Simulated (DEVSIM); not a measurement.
Structure: Co/SiO2/p-Si capacitor, at 300 K.

| layer (left to right) | material | thickness (nm) | Na (cm⁻³) |
|---|---|---|---|
| 1 | SiO2 | 2.10 | - |
| 2 | Si | 2400 | 5.9e16 |

Metal gate on the left, work function 5 eV. Fixed charge at the semiconductor interface 8.1e10 cm⁻² (in units of +e); no interface traps.

Constants are typed, rounded textbook-type inputs, not results; the design itself was drawn at random and stands for no fabricated device. Values at 300 K; Nc and Nv go as T^1.5, mobilities as T to minus their exponent, the gap by Varshni's rule with the affinity fixed.

| parameter | SiO2 | Si |
|---|---|---|
| gap (eV) | 9 | 1.124 |
| affinity (eV) | 0.9 | 4.05 |
| permittivity | 3.9 | 11.7 |
| Nc (cm⁻³) | - | 2.86e19 |
| Nv (cm⁻³) | - | 3.1e19 |
| Varshni α (eV/K) | - | 0.000473 |
| Varshni β (K) | - | 636 |

Model (solved in DEVSIM): 1D Poisson equation in equilibrium, Boltzmann statistics, complete ionisation; no quantum confinement or tunnelling. Metal contacts follow the ideal Schottky-Mott rule: no Fermi-level pinning, no interface dipoles.

The temperature was swept, all else fixed.

| temperature (K) | flat-band voltage (V) | threshold voltage (band bending 2φF) (V) | minimum of the low-frequency capacitance (μF/cm²) |
|---|---|---|---|
| 250 | -0.06 | 0.90 | 0.0772 |
| 300 | -0.02 | [?] | [?] |
| 350 | 0.03 | 0.82 | 0.0890 |
| 400 | 0.08 | 0.78 | 0.100 |
| 450 | 0.13 | 0.74 | 0.109 |
| 500 | 0.18 | 0.70 | 0.125 |

Question: What belongs in the gaps?

Answer: 
- 300, threshold voltage (band bending 2φF) (V): 0.86
- 300, minimum of the low-frequency capacitance (μF/cm²): 0.0841
